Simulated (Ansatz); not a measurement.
## W: response to strain

Take W in the bcc (W type) structure (space group Im-3m, No. 229; a = 3.154 Å; relaxed with 0.1 eV smearing) as the base. Axes: x, y, z lie along the cube axes.

Strains are applied to the cell and any free atomic positions relax; under biaxial strain the out-of-plane vector relaxes too.

Calculations: PBEsol/PAW in Ansatz (a first-principles code), no SOC.

```tsv
biaxial strain, plane normal [001], relaxed out of plane (%)	out-of-plane strain (%)
0	0.00
0.5	-0.38
1	?
1.5	-1.12
2	-1.48
2.5	-1.83
3	-2.17
```

Q: Fit ε⊥ = −νε + γε² (strains in %) to the rows shown and predict the withheld row.

A: Least squares on the printed values gives ν = 0.77 (the biaxial Poisson response) and γ = 0.016 (largest residual 0.00 %); this predicts -0.76 %, and the run gives -0.76 %, in agreement.

Stability against distortions was not tested. The final runs are not spin-polarised.
